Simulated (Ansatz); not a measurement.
## Relaxation of cell and atoms of ReRh3 (I4/mmm, 4 atoms in the cell) at several settings

```
CELL_PARAMETERS angstrom
     -1.82672     1.82672     4.06891
      1.82672    -1.82672     4.06891
      1.82672     1.82672    -4.06891
ATOMIC_POSITIONS crystal
  Rh 0.50000 0.50000 0.00000
  Rh 0.75000 0.25000 0.50000
  Rh 0.25000 0.75000 0.50000
  Re 0.00000 0.00000 0.00000
```

Base: PBE in Ansatz (a quantum-chemistry and plane-wave program). Its settings: basis.ecutwfc = 30.9 Ry; kpoints.mp_grid.grid = 9 9 9; hamiltonian.xc = pbe; hamiltonian.pseudopotentials = {kind: paw} (the program's default PAW files); scf.occupations.method = methfessel_paxton; scf.occupations.width = 0.01 Ry. Starting volume 13.58 Å³ per atom.

Each line gives the change from the base single point and the result:

- relax: default → cell and atoms: pressure -0.01 GPa; final cell a = b = c = 4.696 Å, α = β = 131.65°, γ = 70.78°; final volume per atom 14.16 Å³; relaxation steps 8; free energy against the base single point -115.9 meV/atom.
- hamiltonian.xc: pbe → pbesol; relax: default → cell and atoms [DFT, PBEsol, plane waves, default PAW files made with PBE]: pressure 0.00 GPa; final cell a = b = c = 4.6431 Å, α = β = 131.66°, γ = 70.76°; final volume per atom 13.68 Å³; relaxation steps 8.

The starting cell was generated: these elements placed on a structure prototype, without a prior relaxation; it need not be a known phase or ordering of this composition. Spin polarisation is off. Ansatz's pressure includes its estimate of the finite-basis (Pulay) stress.

Left out of this page: 1 run of the series outside the window shown, repeating another row's setting, or not comparable.

Keys are those of Ansatz 0.2.
